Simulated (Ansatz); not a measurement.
# Ge, response to strain

The parent structure is Ge in the diamond structure (space group Fd-3m, No. 227).

Ge is modelled in the cubic space group Fd-3m, origin choice 1 (No. 227), the diamond structure, Pearson symbol cF8. Cell: a = b = c = 5.674 Å, α = β = γ = 90.00°. Ge on 8a is surrounded by 4 Ge at 2.457 Å (tetrahedral). (Neighbours: up to the widest gap in distance over summed covalent radii, below 1.35, at either atom.)
(The calculation used a cell of 2 atoms; values per cell refer to that cell.)

Strains are applied to the cell and any free atomic positions relax.

Method: plane-wave PAW DFT at the r2SCAN level (Ansatz, an electronic-structure program, 500 eV), no spin-orbit coupling.

Computed cases, in order: isotropic strain −4.37 %; isotropic strain −0.92 %; isotropic strain −0.32 %; the unstrained base.

Question: Between which two neighbouring cases does the gap turn between direct and indirect?

Answer: Between isotropic strain −0.92 % (0.53 eV, indirect, Γ → L) and isotropic strain −0.32 % (0.45 eV, direct at Γ). The whole series: isotropic strain −4.37 %: 0.59 eV, indirect, Γ → a point along ⟨100⟩, about 0.9 Å⁻¹ from Γ; isotropic strain −0.92 %: 0.53 eV, indirect, Γ → L; isotropic strain −0.32 %: 0.45 eV, direct at Γ; the unstrained base: 0.36 eV, direct at Γ.

No phonon test of stability was made. The real Ge has an indirect gap at ambient pressure; r2SCAN orders its close-lying valleys differently.
